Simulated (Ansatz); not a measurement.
Hypothetical diamond Pt under a change: isotropic strain +0.77 %

Base system: Pt in the diamond structure (space group Fd-3m, No. 227; a = 5.7808 Å; a hypothetical phase, not in the database extracts checked; relaxed with 0.1 eV smearing).

Perturbation: the cell is scaled by 1.0077 in all directions, atoms relaxed at fixed cell.

Level of theory: PBE (Ansatz, a quantum-chemistry and plane-wave program, PAW, without spin-orbit coupling). Settings: 17×17×17 k-points, 0.1 eV Fermi–Dirac smearing.

The volume per atom increases by 0.56 Å³, from 24.15 Å³ to 24.71 Å³ and the shortest interatomic distance goes up by 0.019 Å, from 2.503 Å to 2.522 Å. The energy rises by 4.4 meV/atom and the pressure goes from zero to -2.5 GPa. The band gap remains zero.

No phonon test of stability was made. All final runs are without spin polarisation. Pt lies near a magnetic instability that expansion can trigger; it was not tested. Pt has a high density of states at the Fermi level and may be magnetic at this level.
